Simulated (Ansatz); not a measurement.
## InP, response to strain

The reference is InP in the zinc blende structure (space group F-43m, No. 216).

```cif
data_InP
_chemical_formula_sum 'In1 P1'
_space_group_name_H-M_alt 'P 1'
_space_group_IT_number 1
_cell_length_a 4.15668
_cell_length_b 4.15668
_cell_length_c 4.15668
_cell_angle_alpha 60.000
_cell_angle_beta 60.000
_cell_angle_gamma 60.000
loop_
_space_group_symop_operation_xyz
  'x, y, z'
loop_
_atom_site_label
_atom_site_type_symbol
_atom_site_fract_x
_atom_site_fract_y
_atom_site_fract_z
_atom_site_occupancy
In1 In 0.00000 0.00000 0.00000 1
P1 P 0.25000 0.25000 0.25000 1
```

Strains are applied to the cell and any free atomic positions relax.

Calculations: PBEsol (Ansatz, a quantum-chemistry and plane-wave program; PAW; 420 eV plane waves; spin-orbit coupling left out).

Base values:

The band gap comes out as 0.57 eV.

Problem. The aim is a band gap between 0.23 eV and 0.27 eV. Which of these changes reaches it?
A. isotropic strain +2.00 %
B. isotropic strain −2.50 %
C. isotropic strain −2.00 %
D. isotropic strain +2.50 %
E. isotropic strain +1.50 %

Solution. A, isotropic strain +2.00 %. It gives 0.25 eV; isotropic strain −2.00 % gives 0.89 eV; isotropic strain −2.50 % gives 0.97 eV; isotropic strain +2.50 % gives 0.17 eV; isotropic strain +1.50 % gives 0.33 eV. Changes not listed may reach it too

Gaps are read on the SCF mesh and a high-symmetry path. No phonon test of stability was made. The zero or small gap of InP under isotropic strain +2.00 % and InP under isotropic strain +2.50 % can change with the level of theory.
